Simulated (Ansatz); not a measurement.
## RbInCl3: pressure series

The parent structure is RbInCl3 (space group Fm-3m, No. 225; a = 10.8298 Å; a cell from a computed database, its experimental status unchecked).

Cell and atoms are relaxed at each pressure.

Computed with PBEsol (Ansatz, a program for electronic structure; PAW; 420 eV plane waves; spin-orbit coupling left out).

For the base:

| Item | Result |
|---|---|
| Band gap | 1.11 eV |

Q: The aim is a band gap between 1.83 eV and 2.00 eV. Which of these changes reaches it?
A) pressure 7.5 GPa
B) pressure −1 GPa
C) pressure 1.5 GPa
D) pressure −2 GPa
E) pressure 3 GPa

A: D, pressure −2 GPa. It gives 1.91 eV; pressure 3 GPa gives 0.44 eV; pressure 1.5 GPa gives 0.72 eV; pressure 7.5 GPa gives zero; pressure −1 GPa gives 1.43 eV. Changes not listed may reach it too

The mesh was chosen for an insulator and is coarse for the gapless case. Load acts through the strain it causes; cell and atoms are relaxed under it. Stability against distortions was not tested. No other phases were tried under pressure. All final runs are without spin polarisation. The zero or small gap of RbInCl3 under pressure 7.5 GPa can change with the level of theory.
